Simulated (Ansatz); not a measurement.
Consider a periodic stack without vacuum, hcp Ti (0 0 1) on zinc-blende BN (1 1 1) (film strained to the substrate, faces as cut): substrate slab B28N28, film Ti12, surface cells [[0, -2], [2, -2]] and [[-2, -1], [-1, -2]], film strained by +0.7 and +0.7 %, faces B/N and Ti/Ti as cut (like faces can put a slab off its formula). Its start:

```
CELL_PARAMETERS angstrom
      5.12617     0.00000    -0.03790
      2.56308     4.43950    -0.01930
     -0.81832     0.73802    23.70783
ATOMIC_POSITIONS crystal
  B  0.42101 0.53893 0.03844
  B  0.90333 0.53999 0.03579
  B  0.39051 0.05590 0.03817
  B  0.90468 0.02468 0.03856
  B  0.09020 0.19337 0.12682
  B  0.59484 0.19213 0.12755
  B  0.09765 0.68755 0.12667
  B  0.59560 0.69546 0.12670
  B  0.78424 0.84388 0.21541
  B  0.28322 0.84433 0.21517
  B  0.78270 0.34529 0.21545
  B  0.28297 0.34364 0.21545
  B  0.47162 0.49652 0.30364
  B  0.97186 0.49635 0.30373
  B  0.47193 0.99612 0.30364
  B  0.97199 0.99644 0.30362
  B  0.16074 0.14829 0.39184
  B  0.66061 0.14835 0.39182
  B  0.16068 0.64834 0.39184
  B  0.66065 0.64832 0.39188
  B  0.84975 0.79984 0.48013
  B  0.35090 0.79978 0.48013
  B  0.84984 0.30084 0.48012
  B  0.34998 0.30018 0.48004
  B  0.54244 0.45302 0.56872
  B  0.03800 0.45321 0.56885
  B  0.54211 0.94911 0.56878
  B  0.04047 0.95208 0.56804
  N  0.08869 0.69265 0.05891
  N  0.57560 0.71494 0.05884
  N  0.06742 0.20159 0.05883
  N  0.57797 0.20301 0.05996
  N  0.76426 0.35849 0.14819
  N  0.26662 0.35257 0.14821
  N  0.77000 0.85481 0.14816
  N  0.26663 0.85538 0.14752
  N  0.45614 0.00680 0.23669
  N  0.95580 0.00791 0.23666
  N  0.45507 0.50760 0.23668
  N  0.95574 0.50741 0.23690
  N  0.14426 0.65964 0.32517
  N  0.64429 0.65938 0.32520
  N  0.14446 0.15934 0.32517
  N  0.64436 0.15944 0.32509
  N  0.83333 0.31129 0.41344
  N  0.33323 0.31141 0.41335
  N  0.83330 0.81142 0.41344
  N  0.33327 0.81138 0.41347
  N  0.52252 0.96381 0.50174
  N  0.02296 0.96321 0.50164
  N  0.52258 0.46278 0.50170
  N  0.02341 0.46288 0.50176
  N  0.21411 0.61455 0.59075
  N  0.71258 0.61521 0.58891
  N  0.21403 0.11522 0.59097
  N  0.71485 0.11399 0.59077
  Ti 0.41438 0.26853 0.66399
  Ti 0.08348 0.93094 0.66546
  Ti 0.75711 0.59746 0.67674
  Ti 0.17641 0.57989 0.76409
  Ti 0.79929 0.21412 0.76321
  Ti 0.43249 0.95071 0.76283
  Ti 0.51003 0.23347 0.86823
  Ti 0.17573 0.89837 0.86538
  Ti 0.84229 0.56545 0.85665
  Ti 0.17096 0.57671 0.95735
  Ti 0.89730 0.23350 0.95619
  Ti 0.55582 0.84271 0.95615
```

The start was prepared with a machine-learned potential, and the result is one local minimum, with the in-plane cell held and forces under 0.04 eV/Å; the film can end far from its bulk form.

All values below come from PBE (plane waves to 420 eV, PAW; Ansatz, an electronic-structure program). No spin–orbit coupling; the runs are not spin-polarised; PBE gaps are too small against experiment. Its k-point mesh 6×6×1, Fermi–Dirac width 0.05 eV.

Problem. Predict the relaxed interface.

Solution. 
```
Quantity                                                                                   Value
-------------------------------------------------------------------------------  ---------------
interface area                                                                           22.8 Å²
period                                                                                   23.75 Å
gaps between the outermost planes at the two interfaces                          1.72 and 1.79 Å
B–Ti contacts across the interfaces within 1.22 times the sum of covalent radii  14, mean 2.57 Å
N–Ti contacts across the interfaces within 1.22 times the sum of covalent radii   9, mean 2.29 Å
```
